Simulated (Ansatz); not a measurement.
## GeSb2Te4 (R3m, No. 160, 7 atoms in the cell; start mp-1224350)

These are PBE-D3(BJ) in Ansatz (plane waves, PAW) values and carry that method's errors.

Settings: plane-wave cutoff 520 eV, 10×10×10 k mesh, Fermi–Dirac smearing 0.01 eV, scalar-relativistic PAW data made under PBE.

Cell (relaxed at this level):

```
GeSb2Te4
1.0
    2.12795     1.22857    13.63211
   -2.12795     1.22857    13.63211
    0.00000    -2.45715    13.63211
Ge Sb Te
1 2 4
Direct
  0.43131   0.43131   0.43131
  0.57189   0.57189   0.57189
  0.00162   0.00162   0.00162
  0.13313   0.13313   0.13313
  0.86356   0.86356   0.86356
  0.28783   0.28783   0.28783
  0.71072   0.71072   0.71072
```

```
Item                           Result
--------  ---------------------------
band gap  0.28 eV (on the SCF k mesh)
Γ–Γ gap                       0.57 eV
```

Note: a distance lies near a switch of the dispersion term, which can move the cell; the relaxation could not lower the start's symmetry, so the cell can be a saddle point above a distorted one.

Spin–orbit coupling is not included; it can close the smallest gap of 0.28 eV.

Static lattice: no zero-point or thermal effects.

Cost on a shared machine: around 40 core-minutes (rough).

A start named mp-… is a Materials Project structure, which need not be a measured phase.

Ansatz is a quantum-chemistry and plane-wave program.
